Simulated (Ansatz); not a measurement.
```xyz
2
Lattice="0.0000 2.1071 2.0702 2.1071 0.0000 2.0702 2.1071 2.1071 0.0000" Properties=species:S:1:pos:R:3 pbc="T T T"
O      0.0000     0.0000     0.0000
Mg     2.1071     2.1071     2.0702
```

No spin polarisation.

Method: Ansatz (an electronic-structure program), PBEsol, PAW, cutoff 420 eV, no spin-orbit coupling. Settings: 13×13×13 k-points, 0.05 eV Fermi–Dirac smearing.

Q: Predict the band gap, gap character and stress.

A: 
- Band gap = 4.78 eV
- Gap character = direct at Γ
- Stress (xx, yy, zz, yz, xz, xy; compression positive) = (1.63, 1.63, 5.72, 0.00, 0.00, 0.00) GPa

The cells carry an imposed strain or load. Stability against distortions was not tested. The cell was made from MgO in the rock salt structure (space group Fm-3m, No. 225) by this change: uniaxial strain ε_zz = −1.75 %.
